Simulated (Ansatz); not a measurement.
Defect migration in wurtzite ZnO: interstitial Na, charge state +1. The step: a concerted move, in which Na travels most; the atom moves 1.92 Å along (0.59, 0.40, 0.16) of the unit cell; the moving atom starts with neighbours 3 O at 2.16, 2 O at 2.40, O at 2.41; 3 Zn at 2.38, 3 Zn at 2.66 Å and ends with O at 2.03, 2 O at 2.19, O at 2.33; Zn at 2.43, Zn at 2.63 Å. DFT values are from Ansatz (plane-wave PAW, 420 eV unless said) in a cell of 72 host sites, spin-restricted, static, with no finite-size correction. The charge state is imposed; whether it is stable for some Fermi level was not computed. Sites that were not tried may lie lower. For the PBE band: the program found a first-order saddle point.

| Level | Forward barrier (eV) | Cost of the band or of the saddle's single point |
|---|---|---|
| CHGNet universal potential (has no charge state), its own band | 0.82 | - |
| PBE, one k-point at (0.125, 0.250, 0.250), band relaxed | 0.94 | around 40 core-minutes (rough) |
| PBE, a 2×2×2 k-point mesh shifted by half a step along c, same geometries | 0.95 | very roughly 2.9 core-minutes |
| r2SCAN at 500 eV, one k-point at (0.125, 0.250, 0.250), same geometries | 0.96 | very roughly 100 core-seconds |

Ansatz is an electronic-structure program.
